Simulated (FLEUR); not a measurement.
Worked example: self-consistent single point of SrGe₂Ir₂ (I4/mmm, 5 atoms in the cell) in FLEUR.

Method: LDA (Perdew-Zunger), all-electron FLAPW (FLEUR), scalar-relativistic valence.

```xyz
5
Lattice="-2.1021 2.1021 5.4008 2.1021 -2.1021 5.4008 2.1021 2.1021 -5.4008" Properties=species:S:1:pos:R:3 pbc="T T T"
Sr     0.0000     0.0000     0.0000
Ge     0.0000     0.0000     3.9826
Ge     0.0000     0.0000     6.8189
Ir     2.1021     0.0000     2.7004
Ir     0.0000     2.1021     2.7004
```

Reference input (self-consistent single point, DFT, PBEsol, all-electron FLAPW (FLEUR), scalar-relativistic valence): Kmax = 3.8 1/bohr; GmaxXC = 11.4 1/bohr; xcFunctional = PBEs; jspins = 1; l_soc = F; mode = gauss; fermiSmearingEnergy = 0.00499791 Htr; mesh (inpgen div1-3) = 7 7 7; inpgen gamma flag = false; Gmax = 11.4 1/bohr; numbands = 0; maxIterBroyd = 15. This run's input differs from it in these lines:

```diff
@@ -17,3 +17,3 @@
 &comp jspins=1 /
-&exco xctyp='PBEs' /
+&exco xctyp='pz' /
 &kpt div1=7 div2=7 div3=7 /
@@ -30,3 +30,3 @@
       <coreElectrons ctail="T" frcor="F" kcrel="0" coretail_lmax="0"/>
-      <xcFunctional name="PBEs" relativisticCorrections="F"/>
+      <xcFunctional name="pz" relativisticCorrections="F"/>
       <magnetism jspins="1"/>
```

Output (repeated stretches shortened):

```
 Iteration:     1   Distance:       9.99733530 me/bohr^3
 Iteration:     2   Distance:       9.12632824 me/bohr^3
 Iteration:     3   Distance:       6.98423379 me/bohr^3
 Iteration:     4   Distance:       3.25167940 me/bohr^3
 Iteration:     5   Distance:       2.62374099 me/bohr^3
   [... 10 lines left out ...]
 Iteration:    16   Distance:       0.00015136 me/bohr^3
 Iteration:    17   Distance:       0.00010681 me/bohr^3
 Iteration:    18   Distance:       0.00002964 me/bohr^3
 Iteration:    19   Distance:       0.00000694 me/bohr^3
 Reset of history
 Run finished successfully
 Stop message:
   Structural relaxation: new displacements generated

[file out, last iteration]
             iter=     20
[...]
          total density-effective poten   -7.4396776496E+04
          total charge density-energy d   -9.3343437109E+02
 Updated energy parameters for spin:           1
[...]
 fermi energy and band-weighting factors:

[...]
FERMIE:
          first approx. to ef    (T=0)  :   0.393248 htr   (energy of the highest occ. eigenvalue)
          number of occ. states  (T=0)  :       1358
          first approx. to seigv (T=0)  : -23.585689 htr
          sum of weights of occ. states :  34.029155
          sum of semicore charge        :   0.000000 e
          fermi energy=   0.39249 har   work function= -10.68008 ev
          number of valence electrons=  68.00000
   [... lines left out ...]
          total moment                 =     0.00000
 Direct bandgap for spin            1 :    1.5880607258212776E-002  Htr
 ---->    free energy=                    -43064.8645699512 htr
   [... lines left out ...]
 TOTAL FORCE FOR ATOM TYPE=  1  X=  0.000   Y=  0.000   Z=  0.000
                       FX_TOT= 0.000000 FY_TOT= 0.000000 FZ_TOT= 0.000000
 TOTAL FORCE FOR ATOM TYPE=  2  X=  0.000   Y=  0.000   Z=  7.526
                       FX_TOT= 0.000000 FY_TOT= 0.000000 FZ_TOT=-0.000749
 TOTAL FORCE FOR ATOM TYPE=  3  X=  0.000   Y=  3.972   Z= -5.103
                       FX_TOT= 0.000000 FY_TOT= 0.000000 FZ_TOT= 0.000000
```

The run converged in 19 iterations. FLEUR gives forces in its relaxation mode, with a further iteration, so its stop message speaks of a relaxation. 

The starting cell comes from a database of computed structures (which also holds hypothetical and non-ambient phases and stackings), without a prior relaxation at this level. Spin-orbit coupling is off. Spin polarisation is off. Values depend on the basis (sphere radii, cutoffs, local orbitals), which need not be converged. The log's line on a gap gives a spacing of levels on this mesh, which the program prints for metals too.

Cost on one core of a shared machine: roughly 2 min.
